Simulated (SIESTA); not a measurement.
Worked example: self-consistent single point of YCo₅ (P6/mmm, 6 atoms in the cell) in SIESTA.

Level of theory: LDA PW92, numerical atomic orbitals DZP, PseudoDojo LDA standard norm-conserving potentials (rewritten from UPF to PSML) (SIESTA).

```yaml
crystal:
  lattice:
    - [4.92756, 0.00000, 0.00000]
    - [-2.46378, 4.26739, 0.00000]
    - [0.00000, 0.00000, 3.96074]
  atoms:
    - { symbol: Y, position: [0.00000, 0.00000, 0.00000] }
    - { symbol: Co, position: [0.33333, 0.66667, 0.00000], spin: 3.0 }
    - { symbol: Co, position: [0.66667, 0.33333, 0.00000], spin: 3.0 }
    - { symbol: Co, position: [0.50000, 0.00000, 0.50000], spin: 3.0 }
    - { symbol: Co, position: [0.50000, 0.50000, 0.50000], spin: 3.0 }
    - { symbol: Co, position: [0.00000, 0.50000, 0.50000], spin: 3.0 }
```
(The spins are starting values, not results.)

Reference input (self-consistent single point, DFT, GGA PBEsol, numerical atomic orbitals DZP, PseudoDojo PBEsol standard norm-conserving potentials (rewritten from UPF to PSML)): XC.functional = GGA; XC.authors = PBEsol; potentials = PseudoDojo PBEsol standard; PAO.BasisSize = DZP; PAO.EnergyShift = 0.005 Ry; MeshCutoff = 350 Ry; kgrid.MonkhorstPack = 5 5 6; OccupationFunction = FD; ElectronicTemperature = 100 meV; Spin = polarized; DM.InitSpin = [1 +0.00, 2 +3.00, 3 +3.00, 4 +3.00, 5 +3.00, 6 +3.00]; MaxSCFIterations = 150. This run's input differs from it in these lines:

```diff
@@ -1,2 +1,2 @@
-# files in the folder: Y.psml Co.psml (PseudoDojo PBEsol standard)
+# files in the folder: Y.psml Co.psml (PseudoDojo LDA standard)
 SystemName  YCo5
@@ -26,4 +26,4 @@
 
-XC.functional                GGA
-XC.authors                   PBEsol
+XC.functional                LDA
+XC.authors                   PW92
 PAO.BasisSize                DZP
```

Output (repeated stretches shortened):

```
        iscf     Eharris(eV)        E_KS(eV)     FreeEng(eV)     dDmax    Ef(eV) dHmax(eV)
   scf:    1   -21784.233720   -21873.972927   -21874.222715  1.470984 -3.693965 17.552304
     spin moment: {S} , |S| = {        0.0        0.0   10.06019 }    10.06019
   scf:    2   -21909.298946   -21896.677900   -21896.918487  0.358937 -4.579920  9.345852
     spin moment: {S} , |S| = {        0.0        0.0    9.00639 }     9.00639
   scf:    3   -21895.489676   -21899.320080   -21899.598006  0.196128 -5.203593  5.519964
     spin moment: {S} , |S| = {        0.0        0.0    8.36691 }     8.36691
   [... lines left out ...]
     spin moment: {S} , |S| = {        0.0        0.0    6.85729 }     6.85729
   scf:   23   -21902.261416   -21902.261422   -21902.584469  0.000014 -5.726787  0.001288
     spin moment: {S} , |S| = {        0.0        0.0    6.85722 }     6.85722
   scf:   24   -21902.261384   -21902.261403   -21902.584469  0.000030 -5.726827  0.001095
     spin moment: {S} , |S| = {        0.0        0.0    6.85702 }     6.85702
   scf:   25   -21902.261342   -21902.261373   -21902.584469  0.000053 -5.726883  0.000966
     spin moment: {S} , |S| = {        0.0        0.0    6.85671 }     6.85671
SCF Convergence by DM+H criterion
max |DM_out - DM_in|         :     0.0000532574
max |H_out - H_in|      (eV) :     0.0009660253
SCF cycle converged after 25 iterations

Using DM_out to compute the final energy and forces

siesta: E_KS(eV) =           -21902.2614

siesta: E_KS - E_eggbox =    -21902.2614

siesta: Atomic forces (eV/Ang):
     1   -0.000000    0.000000   -0.000000
     2    0.000004   -0.000003   -0.000000
     3   -0.000003    0.000003   -0.000000
     4    0.000000   -0.000004   -0.000000
     5   -0.000003    0.000002   -0.000000
     6    0.000003    0.000002   -0.000000
   Tot    0.000001    0.000000   -0.000001
   Max    0.000004
   Res    0.000002    sqrt( Sum f_i^2 / 3N )
   Max    0.000004    constrained

   [... lines left out ...]
siesta: FreeEng =    -21902.584469
siesta: Cell volume =         83.285768 Ang**3
siesta:        -160.74575517       -160.74567295  kBar
   [... lines left out ...]

mulliken: Qtot =       44.572

Mulliken Atomic Populations:
Atom #   charge [q] valence [e]      Sz [e]  Species
     1    -0.485608   11.485608   -0.473090  Y
     2     0.289592   16.710408    1.448928  Co
     3     0.289578   16.710422    1.448918  Co
     4    -0.031188   17.031188    1.477317  Co
     5    -0.031187   17.031187    1.477317  Co
     6    -0.031187   17.031187    1.477317  Co
 Total    -0.000000                6.856707
```

The run converged in 25 iterations. Against the reference run the pressure goes from -9.81 to -16.07 GPa and the size of the net moment goes from 1.19 to 1.14 μB/atom.

The starting cell comes from a database of computed structures (which also holds hypothetical and non-ambient phases and stackings), without a prior relaxation at this level. The magnetic order is the one reached from the typed start; others were not searched systematically. Values carry the incompleteness of an atom-centred basis. With a pressure of about -16 GPa the cell is away from its equilibrium volume at this level.

Cost on one core of a shared machine: roughly 2 min.
